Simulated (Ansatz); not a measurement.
The starting structures come from a database of crystals and need not be the phases stable at ambient conditions.

 Where the default PAW files enter, the runs use the earlier of Ansatz's two default sets.

Here is the system:

```xyz
6
Lattice="3.8997 0.0000 0.0000 1.8588 7.1463 0.0000 -1.6781 -0.5778 3.4724" Properties=species:S:1:pos:R:3 pbc="T T T"
Ca     3.2280     4.8827     2.8664
Ca     0.8524     1.6857     0.6060
C      3.0658     3.9221     0.4850
C      1.0146     2.6464     2.9874
C      1.3196     6.3819     2.0115
C      2.7608     0.1865     1.4609
```

Space group of this cell: C2/c. The cell is taken as given.

Transport runs along the normal of the first two printed cell vectors.

No gap correction and no spin-orbit coupling; mid-gap values are interpolated between computed energies.

### Question
Give the band gap and the smallest decay constant κ at mid-gap that r2SCAN run with Ansatz (a quantum-chemistry and plane-wave program) yields.

### Answer
Gap 2.36 eV on a 10×4×10 mesh; κ = 0.311 1/Å, at (0.500, 0.000) of the in-plane reciprocal vectors. At the zone centre, at the nearest computed energy, the slowest state has κ = 0.45 1/Å.
